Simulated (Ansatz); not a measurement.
By PBEsol, the system below comes out a metal.

A figure of merit of an interconnect metal is its ballistic conductance per area.

Data:

```yaml
crystal:
  lattice:
    - [3.23923, 0.00000, 0.00000]
    - [0.00000, 5.17222, 0.00000]
    - [1.61962, 0.00000, 2.80526]
  atoms:
    - { symbol: Zr, position: [0.33333, 0.75000, 0.33333] }
    - { symbol: Zr, position: [0.66667, 0.25000, 0.66667] }
```

The cell is taken as given; by PBEsol it stands under a pressure of -4.1 GPa.

The current flows along the normal of the first two printed cell vectors, the (100) plane of the conventional cell. No spin-orbit coupling; the value is a mean over 0.1 eV about the Fermi level.

Estimate the ballistic conductance per area that PBEsol run with Ansatz (a program for electronic structure) returns for this system.

0.50 × 10¹⁵ S/m² for both spins.
